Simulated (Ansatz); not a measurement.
GeSiC2 (model structure, started from the AlGaN2 type, P-4m2, No. 115, 4 atoms in the cell), treated with G0W0@PBEsol (hard PAW, contour deformation, complete-basis limit; Ansatz, a program for electronic structure).

Run with largest k mesh 8×8×6 (not extrapolated in the mesh).

Cell (relaxed with PBEsol):

```yaml
crystal:
  lattice:
    - [3.15667, 0.00000, 0.00000]
    - [0.00000, 3.15667, 0.00000]
    - [0.00000, 0.00000, 4.45087]
  atoms:
    - { symbol: Ge, position: [0.50000, 0.50000, 0.50000] }
    - { symbol: Si, position: [0.00000, 0.00000, 0.00000] }
    - { symbol: C, position: [0.50000, 0.00000, 0.76370] }
    - { symbol: C, position: [0.00000, 0.50000, 0.23630] }
```

**Question.** Give the computed band gap.

**Answer.** 
* **band gap**: 2.42 eV (indirect)

Note: filled d or f shells below the valence bands can shift G0W0 gaps through exchange with them, which wasn't tested here; the relaxation could raise the start's symmetry but not lower it, so the cell can be a saddle point; the gap holds a correction of +0.30 eV to the complete basis.

Spin–orbit coupling is not included.

It cost very roughly 3 core-hours of CPU time.

A model structure was made by putting elements into a prototype or built by hand; it is no filed structure, need not be a known phase, and can be a saddle point held by its symmetry.
